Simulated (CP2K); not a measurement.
Input and output of a self-consistent single point for Y₂Ge₃ (P1, 5 atoms in the cell) (CP2K).

Level of theory: PBEsol, GPW, DZVP-MOLOPT-SR-GTH basis, GTH-PBE potentials (GTH_POTENTIALS) (CP2K 2026.2).

The change in words: atoms moved at random. Reference geometry:
```yaml
crystal:
  lattice:
    - [4.39243, 0.00000, 0.00000]
    - [-2.19622, 3.80396, 0.00000]
    - [0.00000, 0.00000, 7.10729]
  atoms:
    - { symbol: Y, position: [0.00000, 0.00000, 0.72993] }
    - { symbol: Y, position: [0.00000, 0.00000, 0.27007] }
    - { symbol: Ge, position: [0.33333, 0.66667, 0.00000] }
    - { symbol: Ge, position: [0.66667, 0.33333, 0.50000] }
    - { symbol: Ge, position: [0.66667, 0.33333, 0.00000] }
```

Reference input (self-consistent single point, DFT PBEsol, GPW, DZVP-MOLOPT-SR-GTH basis, GTH-PBE potentials (GTH_POTENTIALS)): CUTOFF = 500 Ry; REL_CUTOFF = 60 Ry; SMEAR/METHOD = FERMI_DIRAC; ELECTRONIC_TEMPERATURE = 1160.45 K; KPOINTS/SCHEME = MONKHORST-PACK 7 7 4; GAMMA_CENTERED = T; XC_FUNCTIONAL = PBE:PBESOL; Y/BASIS_SET = DZVP-MOLOPT-SR-GTH-q11; Y/POTENTIAL = GTH-PBE-q11; Ge/BASIS_SET = DZVP-MOLOPT-SR-GTH-q4; Ge/POTENTIAL = GTH-PBE-q4; METHOD = GPW. This run's input differs from it in these lines:

```diff
@@ -71,7 +71,7 @@
     &COORD
-      Y        0.00000000     0.00000000     5.18782419
-      Y        0.00000000     0.00000000     1.91946581
-      Ge      -0.00000220     2.53597193     0.00000000
-      Ge       2.19621720     1.26798407     3.55364500
-      Ge       2.19621720     1.26798407     0.00000000
+      Y       -0.05091705     0.02420077     5.23417794
+      Y        0.02194238     0.01493814     1.93492417
+      Ge      -0.00785586     2.55316582    -0.03982925
+      Ge       2.26398361     1.29526604     3.51466151
+      Ge       2.16528351     1.18436931     0.01700774
     &END COORD
```

The program printed (abridged):

```
 SCF WAVEFUNCTION OPTIMIZATION

  Step     Update method      Time    Convergence         Total energy    Change
     1 NoMix/Diag. 0.20E+00      -     1.63584994       -88.9655398549 -8.90E+01
     2 Broy./Diag. 0.20E+00      -     0.05750169       -88.7946459947  1.71E-01
     3 Broy./Diag. 0.20E+00      -     0.05938539       -88.5981592791  1.96E-01
     4 Broy./Diag. 0.20E+00      -     0.02359820       -88.4009270027  1.97E-01
     5 Broy./Diag. 0.20E+00      -     0.01093123       -88.3363778827  6.45E-02
     6 Broy./Diag. 0.20E+00      -     0.00416944       -88.3308084704  5.57E-03
   [... 7 lines left out ...]
    14 Broy./Diag. 0.20E+00      -     0.00000083       -88.3422049019  1.25E-05
    15 Broy./Diag. 0.20E+00      -     0.00000042       -88.3422029062  2.00E-06
    16 Broy./Diag. 0.20E+00      -     0.00000011       -88.3422030191 -1.13E-07
    17 Broy./Diag. 0.20E+00      -     0.00000004       -88.3422032259 -2.07E-07
  *** SCF run converged in    17 steps ***

  Overlap energy of the core charge distribution:               0.00000000681200
  Self energy of the core charge distribution:               -168.79496546376149
  Core Hamiltonian energy:                                     37.39065338141244
  Hartree energy:                                              56.60274582889865
  Exchange-correlation energy:                                -13.53793539788651
  Electronic entropic energy:                                  -0.00270158137048
  Fermi energy:                                                 0.25345798056944

  Total energy:                                               -88.34220322593724
  Total energy (extrapolated to T->0):                        -88.34085243525200

   [... lines left out ...]

 STRESS| Analytical stress tensor [bar]
 STRESS|                        x                   y                   z
 STRESS|      x       -1.00506077120E+04  -4.97790132643E+03  -1.98190910599E+03
 STRESS|      y       -4.97790132643E+03   9.00414647654E+03  -6.78872747665E+02
 STRESS|      z       -1.98190910599E+03  -6.78872747665E+02  -9.00631881681E+03
 STRESS| 1/3 Trace                                            -3.35092668410E+03
```

The run converged in 17 iterations. Against the reference run the free energy rises by 12.9 meV/atom, the pressure goes from -0.58 to -0.34 GPa and the largest force goes from 0.189 to 0.722 eV/Å.

The starting cell comes from a database of computed structures (which also holds hypothetical and non-ambient phases and stackings), without a prior relaxation at this level. For this run, on top of that: atoms moved at random. Values carry the incompleteness of an atom-centred basis. The potentials were made for another functional than the one used.

Cost on one core of a shared machine: roughly 90 s.
